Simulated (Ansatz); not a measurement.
## Effect of uniaxial strain ε_yy = −1.51 % on Al

Take Al in the fcc (Cu type) structure (space group Fm-3m, No. 225; a = 4.014 Å) as the base. Axes: x, y, z lie along the cube axes.

Perturbation: uniaxial strain ε_yy = −1.51 %, all other strain components held at zero, atoms relaxed at fixed cell.

Level of theory: PBEsol/PAW in Ansatz (a first-principles code), no spin-orbit coupling. k-mesh 20×20×20 (Γ-centred); smearing 0.05 eV (Fermi–Dirac).

The volume per atom decreases by 0.24 Å³ (16.17 Å³ → 15.93 Å³) and the space group goes from Fm-3m (No. 225) to I4/mmm (No. 139). The energy goes up by 1.0 meV/atom and the pressure (mean of the normal stresses, compression positive) goes from zero to 1.3 GPa. The band gap stays zero and the stress (xx, yy, zz, yz, xz, xy; compression positive) comes out as (1.2, 1.5, 1.2, 0.0, 0.0, 0.0) GPa (rough).

Final structure:

```yaml
crystal:
  lattice:
    - [0.00000, 1.97686, 2.00717]
    - [2.00717, 0.00000, 2.00717]
    - [2.00717, 1.97686, 0.00000]
  atoms:
    - { symbol: Al, position: [0.00000, 0.00000, 0.00000] }
```

Without a gap, meshes like the base's 20×20×20 leave anisotropic stresses uncertain by several tenths of a GPa, and small strain energies with them. No phonon test of stability was made.
